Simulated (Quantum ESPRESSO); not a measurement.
Band structure of LiMg2 (C2/m, 3 atoms in the cell).

```
LiMg2
1.0
    5.44865    -1.73279     0.00000
    5.44865     1.73279     0.00000
   -1.10171     0.00000     3.29753
Li Mg
1 2
Direct
  0.50000   0.50000   0.50000
  0.84132   0.84132   0.84114
  0.15868   0.15868   0.15886
```

Method of the run: LDA (PZ), GBRV 1.5 ultrasoft (LDA) pseudopotentials (plane waves; Quantum ESPRESSO).

Settings: ecutwfc = 40 Ry; ecutrho = 200 Ry; occupations = smearing; smearing = marzari-vanderbilt; degauss = 0.0147 Ry; potentials = {Li: li_lda_v1.4.uspp.F.UPF, Mg: mg_lda_v1.4.uspp.F.UPF}; K_POINTS = automatic 8 8 8 0 0 0; nbnd = 18; conv_thr = 1e-10 Ry; mixing_beta = 0.3.

The starting cell comes from a database of computed structures (which also holds hypothetical and non-ambient phases and stackings), without a prior relaxation at this level. Its lattice was rescaled by a random factor within 2.5 % of one.

Levels in eV from the Fermi level, bands 9 to 16:
| point | 9 | 10 | 11 | 12 | 13 | 14 | 15 | 16 |
|---|---|---|---|---|---|---|---|---|
| X | -42.65 | -3.32 | -2.67 | -0.90 | 0.62 | 4.40 | 5.34 | 7.23 |
| Γ | -42.65 | -6.21 | -1.15 | -0.66 | 5.57 | 5.65 | 5.95 | 6.03 |

Bands cross the Fermi level along this path, so the cell is metallic at this level.
